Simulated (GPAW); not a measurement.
## A self-consistent single point of Sr3Cr (Pm-3m, 4 atoms in the cell) with GPAW

Method of the run: PBEsol, GPAW PAW datasets PBEsol (made by gpaw-setup) (plane waves; GPAW).

The input file:

```python
from ase import Atoms
from ase.units import GPa
from gpaw import GPAW

atoms = Atoms(['Sr', 'Sr', 'Sr', 'Cr'],
              cell=[[5.545141, 0.000000, 0.000000],
                    [0.000000, 5.545141, 0.000000],
                    [0.000000, 0.000000, 5.545141]],
              positions=[[0.000000, 2.772571, 2.772571],
                         [2.772571, 0.000000, 2.772571],
                         [2.772571, 2.772571, 0.000000],
                         [0.000000, 0.000000, 0.000000]],
              pbc=True)

atoms.set_initial_magnetic_moments([0.0, 0.0, 0.0, 3.0])

calc = GPAW(spinpol=True,
            mode={'name': 'pw', 'ecut': 800},
            xc='PBEsol',
            kpts=(5, 5, 5),
            occupations={'name': 'methfessel-paxton', 'width': 0.272, 'order': 0},
            nbands=-12,
            convergence={'density': 1e-05},
            symmetry={'symmorphic': False, 'tolerance': 0.0005},
            maxiter=100)

atoms.calc = calc

energy = atoms.get_potential_energy()
print('Energy (eV):', round(energy, 6))
forces = atoms.get_forces()
print('Forces (eV/Ang):')
print(forces.round(5))
stress = atoms.get_stress()
print('Stress (GPa, Voigt):', (stress / GPa).round(4))
```

Output (repeated stretches shortened):

```
Input parameters:
  convergence: {density: 1e-05}
  kpts: [5 5 5]
  maxiter: 100
  mode: {ecut: 800,
         name: pw}
  nbands: -12
  occupations: {name: methfessel-paxton,
                order: 0,
                width: 0.272}
  spinpol: True
  symmetry: {symmorphic: False,
             tolerance: 0.0005}
  xc: PBEsol

species:
  Sr:
    name: Strontium
    Z: 38.0
    valence: 10
    core: 28
    charge: 0.0
    file: Sr.PBEsol.gz

    # Using partial waves for Sr as LCAO basis

  Cr:
    name: Chromium
    Z: 24.0
    valence: 6
    core: 18
    charge: 0.0
    file: Cr.PBEsol.gz

    # Using partial waves for Cr as LCAO basis

Reference energy: -287886.881046  # eV

Spin-polarized calculation.
Initial magnetic moment: 3.000000

Convergence criteria:
 Maximum [total energy] change in last 3 cyles: 0.0005 eV / valence electron
 Maximum integral of absolute [dens]ity change: 1e-05 electrons / valence electron
 Maximum integral of absolute [eigenst]ate change: 4e-08 eV^2 / valence electron
 Maximum number of scf [iter]ations: 100

Symmetries present (total): 48
Symmetries with fractional translations: 0
125 k-points: 5 x 5 x 5 Monkhorst-Pack grid
10 k-points in the irreducible part of the Brillouin zone
       k-points in crystal coordinates                weights
   0:     0.00000000    0.00000000    0.00000000          1/125
   1:     0.20000000    0.00000000    0.00000000          6/125
   2:     0.20000000    0.20000000    0.00000000         12/125
   [... 7 lines left out ...]

Wave functions: Plane wave expansion
  Cutoff energy: 800.000 eV
  Number of coefficients (min, max): 8733, 8774
  Pulay-stress correction: 0.000000 eV/Ang^3 (de/decut=0.000000)

Occupation numbers: Methfessel-Paxton:
  width: 0.2720  # eV
  order: 0

Eigensolver

Densities:
  Coarse grid: 40*40*40 grid
  Fine grid: 80*80*80 grid
  Total Charge: 0.000000

Density mixing:
  Method: difference
  Backend: pulay
  Linear mixing parameter: 0.05
  old densities: 5
  Damping of long wavelength oscillations: 50

Hamiltonian:
  XC and Coulomb potentials evaluated on a 80*80*80 grid
  External potential:
    NoExternalPotential

XC parameters: PBEsol with 2 nearest neighbor stencil

Number of atoms: 4
Number of atomic orbitals: 24
Number of bands in calculation: 31
Number of valence electrons: 36
Bands to converge: occupied

Density initialized from atomic densities
  24 bands from LCAO basis set
  7 bands from random numbers

Atomic positions and initial magnetic moments

Positions:
   0 Sr     0.000000    2.772571    2.772571    ( 0.0000,  0.0000,  0.0000)
   1 Sr     2.772571    0.000000    2.772571    ( 0.0000,  0.0000,  0.0000)
   2 Sr     2.772571    2.772571    0.000000    ( 0.0000,  0.0000,  0.0000)
   3 Cr     0.000000    0.000000    0.000000    ( 0.0000,  0.0000,  3.0000)

Unit cell:
           periodic     x           y           z      points  spacing
  1. axis:    yes    5.545141    0.000000    0.000000    40     0.1386
  2. axis:    yes    0.000000    5.545141    0.000000    40     0.1386
  3. axis:    yes    0.000000    0.000000    5.545141    40     0.1386

  Lengths:   5.545141   5.545141   5.545141
  Angles:   90.000000  90.000000  90.000000

Effective grid spacing dv^(1/3) = 0.1386

     iter     time        total  log10-change:  magmom
                         energy   eigst   dens
iter:   1 --:--:--   -17.904226                   +3.0115
iter:   2 --:--:--   -12.277925   -0.70  -0.89    +1.9406
iter:   3 --:--:--   -12.785758   -1.55  -1.55    +2.5544
iter:   4 --:--:--   -13.428541   -1.84  -1.56    +5.8709
iter:   5 --:--:--   -13.522450   -2.01  -1.83    +4.9662
iter:   6 --:--:--   -13.527740   -2.68  -2.04    +4.9261
iter:   7 --:--:--   -13.541954   -2.38  -2.19    +4.9462
iter:   8 --:--:--   -13.514414   -3.20  -2.19    +4.9545
iter:   9 --:--:--   -13.513637   -3.43  -2.54    +4.9820
iter:  10 --:--:--   -13.513763c  -4.66  -3.17    +5.0122
iter:  11 --:--:--   -13.514204c  -5.31  -3.22    +5.0241
iter:  12 --:--:--   -13.514254c  -5.46  -3.28    +5.0229
iter:  13 --:--:--   -13.514203c  -5.29  -3.32    +5.0186
iter:  14 --:--:--   -13.514240c  -5.49  -3.55    +5.0164
iter:  15 --:--:--   -13.514231c  -6.80  -3.86    +5.0150
iter:  16 --:--:--   -13.514226c  -6.76  -3.95    +5.0118
iter:  17 --:--:--   -13.514226c  -7.50c -4.02    +5.0109
iter:  18 --:--:--   -13.514206c  -6.96  -4.23    +5.0117
iter:  19 --:--:--   -13.514210c  -8.18c -4.45    +5.0113
iter:  20 --:--:--   -13.514222c  -7.50c -4.46    +5.0109
iter:  21 --:--:--   -13.514223c  -8.75c -4.72    +5.0110
iter:  22 --:--:--   -13.514224c  -9.25c -4.77    +5.0110
iter:  23 --:--:--   -13.514224c  -9.48c -4.85    +5.0109
iter:  24 --:--:--   -13.514224c  -9.52c -4.90    +5.0109
iter:  25 --:--:--   -13.514229c  -8.26c -4.97    +5.0108
iter:  26 --:--:--   -13.514227c  -9.39c -5.10c   +5.0108

Converged after 26 iterations.

Dipole moment: (0.000008, 0.000008, 0.000008) |e|*Ang

Total magnetic moment: (0.000000, 0.000000, 5.010827)
Local magnetic moments:
   0 Sr ( 0.000000,  0.000000,  0.005537)
   1 Sr ( 0.000000,  0.000000,  0.005537)
   2 Sr ( 0.000000,  0.000000,  0.005537)
   3 Cr ( 0.000000,  0.000000,  3.794608)

Energy contributions relative to reference atoms: (reference = -287886.881046)

Kinetic:         -3.010667
Potential:       +7.033074
External:        +0.000000
XC:             -16.944325
Entropy (-ST):   -0.163712
Local:           -0.510452
SIC:             +0.000000
--------------------------
Free energy:    -13.596083
Extrapolated:   -13.514227

Spin contamination: 0.037346 electrons
Showing only first 2 kpts
                      Up                     Down
 Kpt  Band  Eigenvalues  Occupancy  Eigenvalues  Occupancy
  0    16      2.68231    1.00000      4.56308    0.00152
  0    17      2.68231    1.00000      4.56308    0.00152
  0    18      2.69807    1.00000      4.56308    0.00152
  0    19      4.85696    0.00000      5.67032    0.00000

  1    16      2.71140    1.00000      4.62024    0.00055
  1    17      2.71140    1.00000      4.62024    0.00055
  1    18      2.77726    1.00000      4.69602    0.00013
  1    19      3.98896    0.50827      5.52473    0.00000

Fermi level: 3.99295

No gap
No difference between direct/indirect transitions
Energy (eV): -13.514227

Forces in eV/Ang:
  0 Sr    0.00000    0.00000    0.00000
  1 Sr    0.00000   -0.00000   -0.00000
  2 Sr   -0.00000   -0.00000    0.00000
  3 Cr    0.00000   -0.00000    0.00000

Stress tensor:
     0.005531     0.000000     0.000000
     0.000000     0.005531     0.000000
     0.000000     0.000000     0.005531
Stress (GPa, Voigt): [0.8862 0.8862 0.8862 0.     0.     0.    ]
```

The run converged in 26 iterations. GPAW prints stress with tension positive.

The starting cell comes from a database of computed structures (which also holds hypothetical and non-ambient phases and stackings), without a prior relaxation at this level. Its lattice was rescaled by a random factor within 2.5 % of one. With one magnetic atom in the cell only a parallel order is possible.

Cost on one core of a shared machine: roughly 3 min.
